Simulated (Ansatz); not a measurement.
Functionals compared on F on the 1x1 (100) surface of monoclinic ZrO2 (cut with top plane 2 O), one in a 1x1 cell, started at the site 'top O', in Ansatz (plane waves, PAW). The structure was relaxed with PBE; the other rows are single points on it, each with its references at the same level. Cutoff 420 eV (500 eV for r2SCAN). The points keep PBE's geometry, so the relaxation of a polaron and the settling of charge on one site are left out.

Host crystal: monoclinic ZrO2, with a band gap (PBE, scalar-relativistic without spin-orbit coupling).

Set-up: 25 atoms, 9.4 Å thick at the start under the adsorbate (thin: gaps and levels are the slab's own); mesh 4x4x1; 0.01 eV smearing; dipole correction on; 12 atoms held, the rest relaxed; no symmetry held; spin-polarised, ending with about 1.0 μB a cell, a value that depends on the mesh; orders that need a larger cell were not tried, no spin-orbit, no U, no dispersion correction. The slab shows no gap over 0.04 eV on its mesh. At the end it is bonded to Zr. In PBE it is, or lies within 0.03 eV of, the lowest of the starts that converged. These notes are the PBE run's. r2SCAN: The program's check for a lower electronic state was not made. Adsorption energies are against ½ F2(g). A negative adsorption energy means that the adsorbate is more stable on the surface than in its reference.

| functional | adsorption energy (eV) | work function of the top face (eV) | rough cost of the single point |
|---|---|---|---|
| PBE | -1.62 | 8.78 | – |
| RPBE | -1.54 | 8.64 | very roughly 4 core-minutes |
| r2SCAN | -1.76 | 8.89 | around 9 core-minutes (rough) |

Ansatz is a quantum-chemistry and plane-wave program.
